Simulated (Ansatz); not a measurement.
Base system: MgSe in the rock salt structure (space group Fm-3m, No. 225).

```cif
data_Mg4Se4
_chemical_formula_sum 'Se4 Mg4'
_space_group_name_H-M_alt 'Fm-3m'
_space_group_IT_number 225
_space_group_name_Hall '-F 4 2 3'
_cell_length_a 5.50839
_cell_length_b 5.50839
_cell_length_c 5.50839
_cell_angle_alpha 90.000
_cell_angle_beta 90.000
_cell_angle_gamma 90.000
loop_
_atom_site_label
_atom_site_type_symbol
_atom_site_symmetry_multiplicity
_atom_site_Wyckoff_symbol
_atom_site_fract_x
_atom_site_fract_y
_atom_site_fract_z
_atom_site_occupancy
Se1 Se 4 a 0.00000 0.00000 0.00000 1
Mg1 Mg 4 b 0.50000 0.50000 0.50000 1
```
(The calculation used a cell of 2 atoms; values per cell refer to that cell.)

All numbers come from PBE (Ansatz, a quantum-chemistry and plane-wave program, PAW, without spin-orbit coupling).

Base values:

```
Quantity                                  Value
-------------------  --------------------------
Band gap                                1.77 eV
Smallest direct gap                     2.40 eV
Hole mass            0.16, 0.82, 0.82 mₑ (at Γ)
```

Perturbation: cell and atoms relaxed at a pressure of 0.7 GPa.

Task: What happens to the band gap?

Result: The band gap increases by 0.02 eV to 1.79 eV.

Task: Estimate the effect on the smallest direct gap.

Result: The smallest direct gap increases by 0.07 eV (2.40 eV → 2.47 eV).

Task: What does the calculation give for the hole mass after the change?

Result: The hole mass (degenerate bands, along [100]) becomes 0.16, 0.81, 0.81 mₑ (at Γ) (base: 0.16, 0.82, 0.82 mₑ (at Γ)).

Load acts through the strain it causes; cell and atoms are relaxed under it. Masses are band curvatures over ±0.01 Å⁻¹ around the edge. Whether these cells are dynamically stable was not tested.
